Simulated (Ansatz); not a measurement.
H interstitial started at a bond centre (zinc-blende GaAs host)

Calculation: PBE, PAW (plane waves to 420 eV; Ansatz, an electronic-structure program). Cell: 64 sites, 2×2×2 repeats of a cell of 8 atoms; final energies on a 2×2×2 shifted mesh. Site at the start: bond centre of Ga and As, 2.49 Å. Charged cells carry a point-charge image correction with potential alignment at far atoms. Dielectric constants: PBE linear response of the host. Host gap at this level: 0.16 eV. A cell of this size leaves errors of a few tenths of an eV. PBE closes or nearly closes this host's gap, so even the neutral cell can hold carriers in host bands. Spin–orbit coupling is left out. Each state is the lowest found from its start.

The name describes the start; the neighbours show where the atoms ended.

Charges with a result: +1, 0, −1. Others weren't obtained, and one of them could lie lower, also by skipping a charge.

| charge | moment (μB) | largest move off a lattice site (Å) | neighbours of the last H atom of the defect at the end (Å) | image correction with alignment (eV) |
|---|---|---|---|---|
| +1 | not spin-polarised | 0.55 | As 1.56, Ga 1.88 | 0.11 |
| 0† | quenched | 0.51 | As 1.57, Ga 1.84 | 0.00 |
| −1† | not spin-polarised | 0.46 | As 1.61, Ga 1.77 | 0.03 |

† Not settled in this cell, so no level is given: charge 0: a level filled in part, carriers not clearly localised, level within 0.1 eV of a band edge or past it; charge −1: carriers not clearly localised, level within 0.1 eV of a band edge or past it.

Starting moments that weren't kept: charge 0 began with 1 μB and ended with 0.0.

Not the lowest form: the same atoms on another site or from another start ended lower, by 0.11 eV at charge −1.

Flagged in the runs: a strain field that reaches the edge of the cell.
